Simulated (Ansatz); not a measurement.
Take MoS2 in the 2H-MoS2 type structure (space group P6_3/mmc, No. 194; a = 3.1732 Å, c = 12.4370 Å; layered, stacked along the Cartesian z axis) as the base.

Levels (all Ansatz, a program for electronic structure, PAW, earlier PAW set): r2SCAN+rVV10 (500 eV, scalar-relativistic without spin-orbit coupling); HSE06 (420 eV, no spin-orbit coupling).

The geometry is relaxed with r2SCAN+rVV10.

- r2SCAN+rVV10 band gap: 1.01 eV

With HSE06 at the same geometry, the band gap rises by 0.46 eV to 1.47 eV.

Single points use the geometry relaxed with r2SCAN+rVV10. HSE06 was sampled on its mesh, a few special points and the semilocal edge points, so its gap is an upper bound. Stability against distortions was not tested.
